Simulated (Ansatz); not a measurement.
**What isotropic strain +0.50 % does to Ge**

The parent structure is Ge in the diamond structure (space group Fd-3m, No. 227; a = 5.676 Å).

Modification: every lattice vector is stretched by 0.50 %, atoms relaxed at fixed cell.

Computed with plane-wave PAW DFT at the PBEsol level (Ansatz, an electronic-structure program, 420 eV), scalar-relativistic without spin-orbit coupling. k-mesh 14×14×14 (Γ-centred); smearing 0.05 eV (Fermi–Dirac).

```tsv
quantity	base	changed	shift
volume per atom	22.86 Å³	23.20 Å³	+0.34 Å³
shortest interatomic distance	2.458 Å	2.470 Å	+0.012 Å
energy relative to the base (free energy F)	0 meV/atom	+1.1 meV/atom	+1.1 meV/atom
pressure	0.0 GPa	-1.0 GPa	-1.0 GPa
band gap	zero	zero	–
```

No phonon test of stability was made. The zero or small gap of Ge can change with the level of theory.
